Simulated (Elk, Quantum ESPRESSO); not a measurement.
A Quantum ESPRESSO input for a self-consistent single point of LaPd2 (I4/mmm, 3 atoms in the cell) (DFT, PBEsol, plane waves, GBRV 1.5 ultrasoft (PBESOL) pseudopotentials):

```fortran
&control
    calculation = 'scf'
    prefix = 'LaPd2'
    outdir = './out'
    pseudo_dir = './'
    tprnfor = .true.
    tstress = .true.
/
&system
    ibrav = 0
    nat = 3
    ntyp = 2
    ecutwfc = 40
    ecutrho = 320
    occupations = 'smearing'
    smearing = 'fermi-dirac'
    degauss = 0.0073499
/
&electrons
    conv_thr = 1.0d-10
/
ATOMIC_SPECIES
La   138.9055  la_pbesol_v1.uspp.F.UPF
Pd   106.4200  pd_pbesol_v1.4.uspp.F.UPF
ATOMIC_POSITIONS crystal
La    0.000000000    0.000000000    0.000000000
Pd    0.750000000    0.250000000    0.500000000
Pd    0.250000000    0.750000000    0.500000000
K_POINTS automatic
9 9 9  0 0 0
CELL_PARAMETERS angstrom
  -1.935323000     1.935323000     4.318752000
   1.935323000    -1.935323000     4.318752000
   1.935323000     1.935323000    -4.318752000
```

Give the Elk input for the same structure, mesh, smearing and functional.

One input that does it (others would too):

```
tasks
  0

xctype
  22

rgkmax
  8.0

gmaxvr
  16.0

nxoapwlo
  1

rmtscf
  0.95

swidth
  0.00367493

maxscl
  100

scale
  1.889726125

avec
   -1.9353230000    1.9353230000    4.3187520000
    1.9353230000   -1.9353230000    4.3187520000
    1.9353230000    1.9353230000   -4.3187520000

sppath
  'species/'

atoms
  2
  'La.in'
  1
  0.0000000000  0.0000000000  0.0000000000    0.0 0.0 0.0
  'Pd.in'
  2
  0.7500000000  0.2500000000  0.5000000000    0.0 0.0 0.0
  0.2500000000  0.7500000000  0.5000000000    0.0 0.0 0.0

ngridk
  9 9 9
```

Basis settings and potentials, where a program has them, do not carry over. This input uses DFT, PBEsol, all-electron FP-LAPW, Elk's shipped species files, LAPW+lo basis.

The starting cell comes from a database of computed structures (which also holds hypothetical and non-ambient phases and stackings), without a prior relaxation at this level. Its lattice was rescaled by a random factor within 2.5 % of one. For this run, on top of that: lattice scaled by 0.98.
